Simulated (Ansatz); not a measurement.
The parent structure is NiO in the rock salt structure (space group Fm-3m, No. 225; a = 4.2173 Å; ferromagnetic).

Level of theory: plane-wave PAW DFT at the PBE level (Ansatz, a program for electronic structure, 420 eV), no spin-orbit coupling, earlier PAW set.

For the base:

```
Item                        Result
-------------------  -------------
Largest site moment        1.46 μB
Magnetic state       ferromagnetic
Density                 6.61 g/cm³
```

Now apply this change: Fe takes the place of Ni on all its sites, then cell and atoms are relaxed.

Task: What does the calculation give for the largest site moment, magnetic state and density after the change?

Result: The largest site moment rises by 1.99 μB to 3.45 μB; the magnetic state remains ferromagnetic; the density shrinks by 0.65 g/cm³ to 5.96 g/cm³.

Whether these cells are dynamically stable was not tested. No Hubbard U is applied and the magnetic state is the run's own (FeO ferromagnetic; NiO ferromagnetic); other magnetic orders, which need larger cells, were not tried and can change the gap. In its common phase, real FeO is an antiferromagnetic insulator at low temperature. In its common phase, real NiO is an antiferromagnetic insulator at low temperature.
